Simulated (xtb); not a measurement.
xtb 6.7.1, GFN2-xTB: Al(Me)2(OSiH3) ([CH3][Al]([CH3])[O][SiH3]), 14 atoms. The geometry is a generated start, not checked to be a minimum at this level.

* **method**: GFN2-xTB
* **--acc**: 1 (default)
* **--etemp (K)**: 300 (default)
* **detailed input (--input)**: none: ANC optimiser, Lindh (1995) Hessian, microcycle=20, maxdispl=1.0, hlow=0.01 (default)
* **basis functions**: 41
* **valence electrons**: 30

```xyz
14

Al     0.1071     0.4968     0.2841
C      1.6251     1.6532    -0.2889
H      2.5975     1.1914    -0.0882
H      1.6183     2.6149     0.2287
H      1.6019     1.8581    -1.3635
C     -1.1352     0.7880     1.8153
H     -1.7838    -0.0814     1.9620
H     -1.7877     1.6523     1.6696
H     -0.6061     0.9642     2.7545
O     -0.1701    -0.9024    -0.6195
Si    -0.4588    -2.2816    -1.4277
H     -1.6743    -2.8746    -0.8628
H      0.7053    -3.1478    -1.2270
H     -0.6391    -1.9310    -2.8366
```

The structure is relaxed from this start with --opt LEVEL for the levels crude, sloppy, loose, lax, normal, tight, vtight, extreme, once each. Up to the end of the extreme run atoms move by at most 0.74 Å along an axis.

**Question.** Choose the cheapest level whose final energy lies within 1 meV of that of extreme.

**Answer.** vtight: 68 cycles against 71, ending 0.0030 meV above.

```tsv
level	cycles	energy above the extreme run (meV)	gradient norm (eV/Å)
crude	1	7.5	0.13
sloppy	1	7.5	0.13
loose	1	7.5	0.13
lax	2	6.9	0.071
normal	8	4.9	0.017
tight	10	4.8	0.013
vtight	68	under 0.01	0.0040
extreme	71	—	0.0016
```
